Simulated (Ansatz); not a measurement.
**Effect of biaxial strain +2.50 %, plane normal [001], relaxed out of plane on InP**

Base system: InP in the zinc blende structure (space group F-43m, No. 216; a = 5.878 Å). Axes: x, y, z lie along the cube axes.

One thing is altered: biaxial strain +2.50 %, plane normal [001], relaxed out of plane (Cartesian); in-plane vectors clamped, the third vector and the atoms free.

All numbers come from Ansatz (a program for electronic structure) PBEsol, spin-orbit coupling left out. Γ-centred 10×10×10 mesh, Fermi–Dirac width 0.05 eV.

```json
[
 {"quantity": "volume per atom", "base": "25.39 Å³", "changed": "25.92 Å³", "shift": "+0.524 Å³"},
 {"quantity": "space group", "base": "F-43m (No. 216)", "changed": "I-4m2 (No. 119)", "shift": "–"},
 {"quantity": "shortest interatomic distance", "base": "2.545 Å", "changed": "2.564 Å", "shift": "+0.019 Å"},
 {"quantity": "energy relative to the base (free energy F)", "base": "0 meV/atom", "changed": "+8.3 meV/atom", "shift": "+8.3 meV/atom"},
 {"quantity": "pressure (mean of the normal stresses, compression positive)", "base": "0.00 GPa", "changed": "-1.37 GPa", "shift": "-1.37 GPa"},
 {"quantity": "band gap", "base": "0.57 eV", "changed": "0.30 eV", "shift": "-0.27 eV"},
 {"quantity": "gap character", "base": "direct at Γ", "changed": "direct at Γ", "shift": "–"},
 {"quantity": "electron mass", "base": "0.046 mₑ (at Γ)", "changed": "0.027 mₑ out of plane, 0.041 mₑ in plane (at Γ)", "shift": "–"},
 {"quantity": "hole mass", "base": "–", "changed": "0.027 mₑ out of plane, 0.42 mₑ in plane (at Γ)", "shift": "–"},
 {"quantity": "valence-band top at Γ (three highest levels, from the VBM)", "base": "0.00, 0.00, 0.00 eV", "changed": "0.00, -0.23, -0.23 eV", "shift": "–"},
 {"quantity": "out-of-plane strain", "base": "–", "changed": "-2.85 %", "shift": "–"},
 {"quantity": "ratio −ε⊥/ε∥", "base": "–", "changed": "1.14", "shift": "–"},
 {"quantity": "mean in-plane stress (compression positive)", "base": "–", "changed": "-2.0 GPa", "shift": "–"}
]
```

Cost of the whole job for the changed cell (relaxation, final SCF and bands): roughly 40 core-seconds.

Masses are band curvatures over ±0.01 Å⁻¹ around the edge. Stability against distortions was not tested. A zero or small gap of InP under biaxial strain +2.50 %, plane normal [001], relaxed out of plane can be the functional's error rather than a property of the material. k-point labels follow each cell's own Brillouin zone.
